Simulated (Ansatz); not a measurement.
BN (model structure, started from the rocksalt type, Fm-3m, No. 225, 2 atoms in the cell) was calculated with HSE06 (PAW; Ansatz, an electronic-structure program).

Run with plane-wave cutoff 520 eV, 14×14×14 k mesh, finite displacements, scalar-relativistic PAW data made under PBE.

Computed at the level's own relaxed cell.

```cif
data_BN
_chemical_formula_sum 'N1 B1'
_space_group_name_H-M_alt 'P 1'
_space_group_IT_number 1
_cell_length_a 2.45207
_cell_length_b 2.45207
_cell_length_c 2.45207
_cell_angle_alpha 60.000
_cell_angle_beta 60.000
_cell_angle_gamma 60.000
loop_
_space_group_symop_operation_xyz
  'x, y, z'
loop_
_atom_site_label
_atom_site_type_symbol
_atom_site_fract_x
_atom_site_fract_y
_atom_site_fract_z
_atom_site_occupancy
N1 N 0.00000 0.00000 0.00000 1
B1 B 0.50000 0.50000 0.50000 1
```

Harmonic phonon frequencies (cm⁻¹; i marks an imaginary mode; at Γ without the LO shift):

```tsv
q point	frequencies
Γ	745i 745i 745i 0 0 0
X	533i 533i 186i 506 506 898
L	321i 321i 94 94 943 1130
```

Imaginary modes appear, so the structure is dynamically unstable at this level.

Note: the run finds an imaginary mode (745i cm⁻¹), so the cell is a saddle point at this level.

A model structure was made by putting elements into a prototype or built by hand; it is no filed structure, need not be a known phase, and can be a saddle point held by its symmetry.
